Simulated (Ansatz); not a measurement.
Results of PBE (Ansatz, a first-principles code, plane waves, PAW) for cubic perovskite KZnF₃.

Numerical settings: plane-wave cutoff 520 eV, 8×8×8 k mesh, Fermi–Dirac smearing 0.01 eV, scalar-relativistic PAW data made under PBE.

A third-order Birch–Murnaghan fit to the energies gives V0 = 14.063 Å³/atom, B0 = 69.9 GPa, B′ = 4.7.

| V (Å³/atom) | P (GPa) |
|---|---|
| 13.219 | 5.00 |
| 13.501 | 3.14 |
| 13.782 | ? |
| 14.063 | 0.00 |
| 14.344 | ? |
| 14.626 | -2.50 |
| 14.907 | ? |

### Question
Estimate the withheld pressures from this fit; the answers are the runs' own values.

### Answer

- 13.782, P (GPa): 1.48
- 14.344, P (GPa): -1.32
- 14.907, P (GPa): -3.56

The formula P = (3/2) B0 (x^(7/3) − x^(5/3)) [1 + (3/4)(B′ − 4)(x^(2/3) − 1)] with x = V0/V meets the computed pressures within 0.01 GPa when these rounded values are put in.

Measured, for comparison: bulk modulus 80 GPa (temperature not stated, not corrected to a static lattice, (C11+2C12)/3; as tabulated in Vaitheeswaran et al. (2016), arXiv:1609.00541); equilibrium volume per atom 13.34 Å³/atom (room temperature, not corrected to a static lattice; as tabulated in Dubrovin et al. (2021), arXiv:2110.13026). Computed (rounded) less measured: bulk modulus -13 %, equilibrium volume per atom +5.4 %.

Computed values are for the static lattice.
